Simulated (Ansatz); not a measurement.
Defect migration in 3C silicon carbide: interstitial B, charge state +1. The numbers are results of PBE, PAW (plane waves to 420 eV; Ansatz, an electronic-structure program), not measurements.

Settings: 64 host sites, the relaxed PBE lattice, a 2×2×2 k-point mesh shifted by half a step, smearing 0.01 eV, spin-restricted, no image-charge correction. Energies are static. The charge state is imposed; whether it is stable for some Fermi level was not computed. Sites that were not tried may lie lower.

Barriers: single points on a 3×3×3 k-point mesh shifted by half a step at the bands' geometries.

The step: several atoms move together, B the farthest. Atoms about the jump, Cartesian Å from the middle of the jump, before and after:

| atom | x0 | y0 | z0 | x1 | y1 | z1 |
|---|---|---|---|---|---|---|
| B1 | 0.31 | 0.31 | -0.45 | -0.31 | -0.31 | 0.45 |
| C2 | -0.25 | -0.25 | 1.05 | -0.32 | -0.31 | 1.81 |
| Si3 | 0.76 | -1.59 | 0.00 | 0.95 | -1.58 | -0.20 |
| Si4 | -1.59 | 0.76 | 0.00 | -1.58 | 0.95 | -0.20 |
| C5 | -0.25 | 1.81 | -1.01 | -0.31 | 1.94 | -1.14 |
| C6 | 1.81 | -0.25 | -1.01 | 1.94 | -0.31 | -1.14 |
| Si7 | 0.76 | 0.76 | -2.35 | 0.79 | 0.79 | -2.19 |
| Si8 | -1.38 | -1.38 | -2.15 | -1.42 | -1.42 | -2.19 |
| C9 | -2.57 | -0.34 | -1.10 | -2.57 | -0.32 | -1.14 |
| C10 | -0.33 | -2.57 | -1.10 | -0.32 | -2.57 | -1.14 |
| Si11 | 0.81 | 0.81 | 2.24 | 0.89 | 0.89 | 2.41 |
| C12 | 1.90 | 1.90 | 1.14 | 1.86 | 1.86 | 1.12 |
| Si13 | -1.41 | -1.41 | 2.17 | -1.52 | -1.52 | 2.41 |
| C14 | -0.33 | -0.34 | -3.34 | -0.31 | -0.32 | -3.26 |
| Si15 | 0.81 | 3.01 | 0.05 | 0.77 | 2.98 | 0.02 |
| Si16 | 3.01 | 0.81 | 0.05 | 2.98 | 0.77 | 0.02 |
| C17 | 1.89 | -2.53 | 1.12 | 1.89 | -2.52 | 1.11 |
| C18 | -2.53 | 1.89 | 1.12 | -2.52 | 1.89 | 1.11 |

Q: Give the saddle-point geometry and the barrier.

A: 
```tsv
atom	x	y	z
B1	-0.06	-0.15	-0.12
C2	-0.27	-0.34	1.30
Si3	0.96	-1.76	-0.14
Si4	-1.68	0.86	-0.12
C5	-0.31	1.84	-1.05
C6	1.95	-0.40	-1.06
Si7	0.78	0.68	-2.15
Si8	-1.38	-1.47	-2.11
C9	-2.60	-0.41	-1.09
C10	-0.31	-2.70	-1.10
Si11	0.84	0.76	2.33
C12	1.89	1.80	1.15
Si13	-1.42	-1.51	2.26
C14	-0.31	-0.40	-3.24
Si15	0.79	2.91	0.06
Si16	3.00	0.70	0.06
C17	1.91	-2.63	1.16
C18	-2.55	1.83	1.17
```
It lies 1.01 eV above the start and 0.48 eV above the end. The saddle point's order was not checked, and it lies on a symmetry element of the cell, where a band can be held. Symmetry-equivalent saddle points exist between the same ends.
